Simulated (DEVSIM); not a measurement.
System: abrupt GaP n-p junction, at 350 K.

Layer 1 from the left is GaP, thickness (μm) 0.440, Nd (cm⁻³) 4.3e17, τn (s) 1.3e-6, τp (s) 1.3e-6. Layer 2 from the left is GaP, thickness (μm) 3.10, Na (cm⁻³) 1.3e16, τn (s) 1.3e-6, τp (s) 1.3e-6.

Left contact: ohmic. Right contact: ohmic. Voltage is applied to the left contact. Recombination: SRH at mid-gap, Auger. Mobility is μmin + (μ − μmin)/(1 + (N/Nref)^α).

Constants are typed, rounded textbook-type inputs, not results; the design itself was drawn at random and stands for no fabricated device. Values at 300 K; Nc and Nv go as T^1.5, mobilities as T to minus their exponent, the gap by Varshni's rule with the affinity fixed.

GaP: gap (eV) 2.26, affinity (eV) 3.8, permittivity 11.1, Nc (cm⁻³) 1.8e19, Nv (cm⁻³) 1.9e19, μn (cm²/Vs) 250, μp (cm²/Vs) 150, μn,min 10, μp,min 10, Nref,n 4.4e18, Nref,p 1e18, αn 0.8, αp 0.85, T exponent of μn 1.6, T exponent of μp 1.98, Cn (cm⁶/s) 1e-30, Cp (cm⁶/s) 1e-30, Varshni α (eV/K) 0.00058, Varshni β (K) 372.

Simulated with DEVSIM: 1D drift-diffusion, Boltzmann statistics, complete ionisation; no tunnelling, impact ionisation, image-force lowering or self-heating.

Dark forward current:

```
|V| (V)  |J| (A/cm²)
-------  -----------
0.50       8.036e-13
0.70       2.422e-11
0.75       5.695e-11
0.80       1.341e-10
0.85       3.169e-10
0.90       7.523e-10
0.95        1.802e-9
1.00        4.388e-9
1.05        1.104e-8
1.10        2.951e-8
1.15        8.727e-8
1.20        2.965e-7
1.25        1.169e-6
1.30        5.192e-6
1.35        2.493e-5
1.40       0.0001250
1.45       0.0006400
1.50        0.003312
1.55         0.01721
1.60         0.08956
1.65          0.4643
1.70           2.360
1.75           11.13
1.80           43.79
1.85           134.4
1.90           325.6
```

### Question
Work out the local ideality factor n = ΔV / (kT/q · ln(J2/J1)) between the rows 0.50 and 0.70 V, 1.55 and 1.60 V, 1.85 and 1.90 V.

### Answer
kT/q = 30.16 mV. From 0.50 to 0.70 V: ln(2.422e-11/8.036e-13) = 3.406, n = 1.95, near the 2 of recombination in the depletion region. From 1.55 to 1.60 V: ln(0.08956/0.01721) = 1.649, n = 1.01, near the 1 of diffusion or emission over a barrier. From 1.85 to 1.90 V: ln(325.6/134.4) = 0.885, n = 1.87.

### Question
Estimate the current at 1.50 V from the Shockley equation with J0 = Σ q ni² D/(N L) coth(W/L), τ joining the SRH, radiative and Auger lifetimes that are on, and W taken as the whole layer.

### Answer
ni² = 3090000 cm⁻⁶; holes in the n layer: μ = 76.7 cm²/Vs, D = 2.31 cm²/s, τ = 1.05e-6 s, L = 15.6 μm, W/L = 0.028, term 6.06e-26 A/cm²; electrons in the p layer: μ = 194 cm²/Vs, D = 5.84 cm²/s, τ = 1.30e-6 s, L = 27.5 μm, W/L = 0.11, term 7.20e-25 A/cm². J0 = 7.81e-25 A/cm², and J = J0 exp(qV/kT) = 0.00311 A/cm². The simulation gives 0.00331 A/cm²; the estimate lies 6.2 % below. The estimate leaves out recombination in the depletion region and that region's share of W.
